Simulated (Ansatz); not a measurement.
The starting structures come from a database of crystals and need not be the phases stable at ambient conditions.

**Evanescent states of BiTeI (P3m1, 3 atoms a cell, 37.1 Å³ an atom) along the normal of (110)**

Computed with PBEsol (plane waves, PAW; Ansatz, an electronic-structure program).

The gap is the functional's own. No spin-orbit coupling. Mid-gap values are those at the computed energy nearest the middle.

Energies count from the valence-band top; κ is the least over a 6×4 mesh across the current.

| E (eV) | κ (1/Å) | where |
|---|---|---|
| 0.04 | 0.037 | off Γ |
| 0.10 | 0.073 | off Γ |
| 0.17 | 0.089 | off Γ |
| 0.24 | 0.099 | off Γ |
| 0.32 | ? | off Γ |
| 0.39 | ? | off Γ |
| 0.46 | ? | off Γ |
| 0.53 | ? | off Γ |
| 0.59 | ? | off Γ |
| 0.67 | ? | off Γ |
| 0.73 | ? | off Γ |
| 0.81 | ? | off Γ |
| 0.88 | 0.104 | off Γ |
| 0.94 | 0.098 | off Γ |
| 1.01 | 0.087 | off Γ |
| 1.08 | 0.028 | off Γ |

Q: Fill in the missing entries.

A: 
- 0.32, κ (1/Å): 0.106
- 0.39, κ (1/Å): 0.110
- 0.46, κ (1/Å): 0.113
- 0.53, κ (1/Å): 0.115
- 0.59, κ (1/Å): 0.115
- 0.67, κ (1/Å): 0.115
- 0.73, κ (1/Å): 0.113
- 0.81, κ (1/Å): 0.109
